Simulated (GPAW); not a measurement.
```
CELL_PARAMETERS angstrom
     10.28646     0.00000     0.00000
      0.00000     3.30171     5.36184
      0.00000    -3.30171     5.36184
ATOMIC_POSITIONS crystal
  Mg 0.00000 0.16436 0.16436
  Mg 0.00000 0.66387 0.66387
  Mg 0.50000 0.16496 0.66262
  Mg 0.50000 0.66262 0.16496
  Mg 0.00000 0.16592 0.66582
  Mg 0.00000 0.66582 0.16592
  Mg 0.25431 0.32994 0.84110
  Mg 0.74569 0.84110 0.32994
  Mg 0.74569 0.32994 0.84110
  Mg 0.25431 0.84110 0.32994
  Mg 0.25365 0.33142 0.33142
  Mg 0.74635 0.33142 0.33142
  Mg 0.24713 0.83395 0.83395
  Mg 0.75287 0.83395 0.83395
  Ga 0.50000 0.16953 0.16953
  Sb 0.50000 0.67010 0.67010
```

Level of theory: LDA (Perdew-Wang 92), GPAW PAW datasets LDA (gpaw-data 1.0.1) (plane waves; GPAW 25.7.0).

The set-up and first iterations of a GPAW log for Mg14GaSb (Amm2, 16 atoms in the cell):

```
Input parameters:
  convergence: {density: 1e-05,
                energy: 1e-05}
  kpts: {gamma: True,
         size: (2, 3, 3)}
  maxiter: 100
  mode: {ecut: 800.0,
         name: pw}
  nbands: -24
  occupations: {name: improved-tetrahedron-method}
  symmetry: {symmorphic: False,
             tolerance: 0.0005}

species:
  Mg:
    name: Magnesium
    Z: 12.0
    valence: 10
    core: 2
    charge: 0.0
    file: Mg.LDA.gz

    # Using partial waves for Mg as LCAO basis

  Ga:
    name: Gallium
    Z: 31.0
    valence: 3
    core: 28
    charge: 0.0
    file: Ga.LDA.gz

    # Using partial waves for Ga as LCAO basis

  Sb:
    name: Antimony
    Z: 51.0
    valence: 15
    core: 36
    charge: 0.0
    file: Sb.LDA.gz

    # Using partial waves for Sb as LCAO basis

Reference energy: -304921.712643  # eV

Spin-paired calculation

Convergence criteria:
 Maximum [total energy] change in last 3 cyles: 1e-05 eV / valence electron
   [... lines left out ...]
   3 Mg     5.143230    1.643129    4.437356    ( 0.0000,  0.0000,  0.0000)
   4 Mg     0.000000   -1.650525    4.459661    ( 0.0000,  0.0000,  0.0000)
   5 Mg     0.000000    1.650525    4.459661    ( 0.0000,  0.0000,  0.0000)
   6 Mg     2.615950   -1.687702    6.278935    ( 0.0000,  0.0000,  0.0000)
   7 Mg     7.670510    1.687702    6.278935    ( 0.0000,  0.0000,  0.0000)
   8 Mg     7.670510   -1.687702    6.278935    ( 0.0000,  0.0000,  0.0000)
   9 Mg     2.615950    1.687702    6.278935    ( 0.0000,  0.0000,  0.0000)
  10 Mg     2.609161   -0.000000    3.554045    ( 0.0000,  0.0000,  0.0000)
  11 Mg     7.677299   -0.000000    3.554045    ( 0.0000,  0.0000,  0.0000)
  12 Mg     2.542093   -0.000000    8.943021    ( 0.0000,  0.0000,  0.0000)
  13 Mg     7.744367   -0.000000    8.943021    ( 0.0000,  0.0000,  0.0000)
  14 Ga     5.143230    0.000000    1.817987    ( 0.0000,  0.0000,  0.0000)
  15 Sb     5.143230    0.000000    7.185945    ( 0.0000,  0.0000,  0.0000)

Unit cell:
           periodic     x           y           z      points  spacing
  1. axis:    yes   10.286460    0.000000    0.000000    70     0.1469
  2. axis:    yes    0.000000    3.301710    5.361845    42     0.1339
  3. axis:    yes    0.000000   -3.301710    5.361845    42     0.1339

  Lengths:  10.286460   6.296878   6.296878
  Angles:   63.247754  90.000000  90.000000

Effective grid spacing dv^(1/3) = 0.1434
     iter     time        total  log10-change:
                         energy   eigst   dens
iter:   1 --:--:--   -35.626492
iter:   2 --:--:--   -35.851546   -0.47  -1.53
iter:   3 --:--:--   -35.722412   -1.30  -1.56
iter:   4 --:--:--   -35.735675   -1.91  -1.79
iter:   5 --:--:--   -35.707541   -2.88  -2.10
iter:   6 --:--:--   -35.694070   -3.86  -2.32
iter:   7 --:--:--   -35.672992   -3.95  -2.48
iter:   8 --:--:--   -35.670167   -4.27  -2.78
iter:   9 --:--:--   -35.668490   -5.10  -2.97
iter:  10 --:--:--   -35.667837   -5.75  -3.09
iter:  11 --:--:--   -35.667278c  -5.40  -3.15
iter:  12 --:--:--   -35.666952c  -6.52  -3.10
iter:  13 --:--:--   -35.667131c  -6.42  -3.46
iter:  14 --:--:--   -35.667185c  -7.20  -3.70
iter:  15 --:--:--   -35.667252c  -6.85  -3.73
iter:  16 --:--:--   -35.667220c  -6.79  -3.13
iter:  17 --:--:--   -35.667197c  -7.78c -3.91
iter:  18 --:--:--   -35.667130c  -7.70c -3.93
iter:  19 --:--:--   -35.667153c  -7.95c -3.99
iter:  20 --:--:--   -35.667154c  -8.66c -4.04
iter:  21 --:--:--   -35.667195c  -7.24  -4.06
iter:  22 --:--:--   -35.667145c  -7.97c -3.13
iter:  23 --:--:--   -35.667160c  -9.03c -3.15
iter:  24 --:--:--   -35.667162c -10.42c -3.14
iter:  25 --:--:--   -35.667155c  -8.64c -3.14
iter:  26 --:--:--   -35.667498c  -5.32  -3.15
iter:  27 --:--:--   -35.667226c  -5.47  -3.17
iter:  28 --:--:--   -35.667188c  -6.76  -3.67
iter:  29 --:--:--   -35.667125c  -6.96  -3.84
iter:  30 --:--:--   -35.667146c  -7.70c -4.01
   [... lines left out ...]
```

Q: How does the run end?

A: The run ended unconverged after 100 iterations. It gives no final result for the task that was set. The log goes on:

```
iter:  79 --:--:--   -35.667281c  -6.76  -4.15
iter:  80 --:--:--   -35.667139c  -7.18  -3.12
iter:  81 --:--:--   -35.667140c  -8.58c -4.20
   [... lines left out ...]
iter:  99 --:--:--   -35.667146c  -8.47c -4.27
iter: 100 --:--:--   -35.667147c -10.15c -4.26

Did not converge!

Here are some tips:

1) Make sure the geometry and spin-state is physically sound.
2) Use less aggressive density mixing.
3) Solve the eigenvalue problem more accurately at each scf-step.
4) Use a smoother distribution function for the occupation numbers.
5) Try adding more empty states.
6) Use enough k-points.
7) Don't let your structure optimization algorithm take too large steps.
8) Solve the Poisson equation more accurately.
9) Better initial guess for the wave functions.

See details here:

    https://gpaw.readthedocs.io/documentation/convergence.html
Traceback (most recent call last):
   [... frames left out ...]
gpaw.KohnShamConvergenceError: Did not converge!  See text output for help.
```

The starting cell comes from a database of computed structures (which also holds hypothetical and non-ambient phases and stackings), without a prior relaxation at this level. Spin-orbit coupling is off.

The run was DFT LDA (Perdew-Wang 92), plane waves, GPAW PAW datasets LDA (gpaw-data 1.0.1). Main settings of its input:

```
setting                                    value
-------------------  ---------------------------
mode                                          pw
ecut                                      800 eV
xc                                           LDA
kpts                                       2 3 3
mesh shift (steps)                         0 0 0
occupations.name     improved-tetrahedron-method
nbands                                       -24
convergence.density             1e-05 e/electron
convergence.energy             1e-05 eV/electron
symmetry.symmorphic                        false
symmetry.tolerance                        0.0005
maxiter                                      100
```
